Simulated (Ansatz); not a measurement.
Cells marked so need not be the phases stable at ambient conditions, and some may be hypothetical.

The gap is the functional's own. No spin-orbit coupling. Mid-gap values are interpolated on the energy grid.

A. K2LiInF6 (Fm-3m, not sure to be the ambient phase, 10 atoms a cell, 14.8 Å³ an atom, -4 GPa at this level), along the normal of (111)
B. WSe2 (P6_3/mmc, 6 atoms a cell, 19.8 Å³ an atom, 2 GPa at this level), along the normal of (110)
C. Ba2ZrS4 (I4/mmm, not sure to be the ambient phase, 7 atoms a cell, 28.2 Å³ an atom), along the normal of (100)

Rank these by mid-gap decay constant of the slowest evanescent state (lowest first), as r2SCAN run with Ansatz (a program for electronic structure) gives it.

C (0.14 1/Å), B (0.19 1/Å), A (0.52 1/Å)
